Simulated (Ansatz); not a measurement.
Start from CaF2 in the fluorite structure (space group Fm-3m, No. 225).

Space group Fm-3m (No. 225); a = b = c = 5.511 Å, α = β = γ = 90.00°

| atom | site | symmetry | x | y | z |
|---|---|---|---|---|---|
| Ca | 4a | m-3m | 0.0000 | 0.0000 | 0.0000 |
| F | 8c | -43m | 0.2500 | 0.2500 | 0.2500 |
(The calculation used a cell of 3 atoms; values per cell refer to that cell.)

Method: PBE in Ansatz (plane waves to 420 eV, PAW, no spin-orbit coupling).

Before the change:

| Property | Result |
|---|---|
| Gap between the host's bands | 7.14 eV |

It is then changed as follows: electron doping at 1.5×10^21 cm⁻³ (0.0628 per cell), with a uniform compensating background at fixed cell and a 300 K Fermi–Dirac width.

Problem. Predict the new gap between the host's bands.

Solution. The gap between the host's bands falls by 0.11 eV (7.14 eV → 7.03 eV).

Charged cell with a jellium background: band edges are those of the host's band count, energies are not comparable with the neutral cell, and many-body gap narrowing is missing. No phonon test of stability was made.

Ansatz is a program for electronic structure.
